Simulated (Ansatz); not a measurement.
Take GaN in the zinc blende structure (space group F-43m, No. 216; a = 4.455 Å) as the base. Axes: x, y, z lie along the cube axes.

Structures relaxed with Ansatz (a quantum-chemistry and plane-wave program), LDA, PAW, cutoff 420 eV, scalar-relativistic without spin-orbit coupling.

Base:

Simulated powder pattern, Cu Kα, λ = 1.54184 Å (kinematic, ideal powder, no thermal factors, no anomalous dispersion; the 10 strongest lines at most, above 2 %, up to 2θ = 90°):

| 2θ (°) | I/Imax (%) | hkl |
|---|---|---|
| 34.88 | 100 | (111) |
| 40.49 | 33 | (200) |
| 58.60 | 41 | (220) |
| 70.04 | 36 | (311) |
| 73.65 | 7.7 | (222) |
| 87.60 | 6.1 | (400) |

After one change:

Simulated powder pattern, Cu Kα, λ = 1.54184 Å (kinematic, ideal powder, no thermal factors, no anomalous dispersion; the 10 strongest lines at most, above 2 %, up to 2θ = 90°):

```json
[
 {"2θ (°)": "34.81", "I/Imax (%)": "100"},
 {"2θ (°)": "34.95", "I/Imax (%)": "99"},
 {"2θ (°)": "40.49", "I/Imax (%)": "65"},
 {"2θ (°)": "58.42", "I/Imax (%)": "14"},
 {"2θ (°)": "58.60", "I/Imax (%)": "55"},
 {"2θ (°)": "58.79", "I/Imax (%)": "14"},
 {"2θ (°)": "69.92", "I/Imax (%)": "24"},
 {"2θ (°)": "70.00", "I/Imax (%)": "12"},
 {"2θ (°)": "70.17", "I/Imax (%)": "24"},
 {"2θ (°)": "87.60", "I/Imax (%)": "12"}
]
```

### Question
Name the change that was made.
A) tensor shear ε_xy = +0.29 %
B) tensor shear ε_xy = +1.14 %
C) tensor shear ε_xy = +1.43 %
D) tensor shear ε_xy = +2.00 %

### Answer
A, tensor shear ε_xy = +0.29 %. Its volume per atom is 11.05 Å³ against 11.06 Å³, and its space group is Imm2 (No. 44).

The cells carry an imposed strain or load. No phonon test of stability was made. This is not the structure that GaN has at room temperature and ambient pressure.
